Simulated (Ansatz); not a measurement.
The parent structure is BaTiO3 (space group R3m, No. 160; a = 5.635 Å, c = 6.926 Å (hexagonal axes)).

Level of theory: PBEsol, PAW, 420 eV (Ansatz, a program for electronic structure; no SOC), earlier PAW set.

Base values:

The smallest direct gap comes out as 2.62 eV and the density comes out as 6.10 g/cm³.

One thing is altered: a hydrostatic pressure of 10 GPa.

Predict the new smallest direct gap and density.

The smallest direct gap shrinks by 0.69 eV (2.62 eV → 1.93 eV); the density goes up by 0.40 g/cm³, from 6.10 g/cm³ to 6.50 g/cm³.

Load acts through the strain it causes; cell and atoms are relaxed under it. Whether these cells are dynamically stable was not tested. Competing high-pressure phases were not computed. The final runs are not spin-polarised. This is not the structure that BaTiO3 has at room temperature and ambient pressure.
